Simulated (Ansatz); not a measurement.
An Ansatz (an electronic-structure program) input (PBEsol, PAW, 420 eV (Ansatz; no spin-orbit coupling)):

Ansatz 0.2 input:
```yaml
crystal:
  lattice:
    - [3.4431748937, 0, 0]
    - [-1.7215874469, 2.9818769276, 0]
    - [0, 0, 5.2058472898]
  atoms:
    - { symbol: Lu, position: [0.6666666667, 0.3333333333, 0.75] }
    - { symbol: Lu, position: [0.3333333333, 0.6666666667, 0.25] }
basis: { ecutwfc: 420, ecutrho_ratio: 4, xc_grid: 2, fft_grid_basis: typed }
kpoints: { mp_grid: { grid: [19, 19, 11] } }
hamiltonian:
  xc: pbesol
  dispersion: none
  pseudopotentials: { kind: paw }
scf: { occupations: { method: fermi_dirac, width: 0.1 }, convergence: { dr2_threshold: 0.0000000002 } }
relax: { f_tol: 0.005, max_steps: 50 }
output: { forces: true, stress: true }
checkpoint: { write: state.ck, write_every: 1000 }
```

Problem. Which symmetry and how many k-points will the program report, and about how many plane waves at Γ?

Solution. Space group P63/mmc (ITA 194) with 24 operations, k-points 240 of 3971, and 1061 plane waves at Γ.

Problem. And the final pressure?

Solution. 1.59 GPa (compression positive).

The cells carry an imposed strain or load. No phonon test of stability was made. The cell was made from Lu in the hcp (Mg type) structure (space group P6_3/mmc, No. 194) by this change: uniaxial strain ε_zz = −3.00 %.
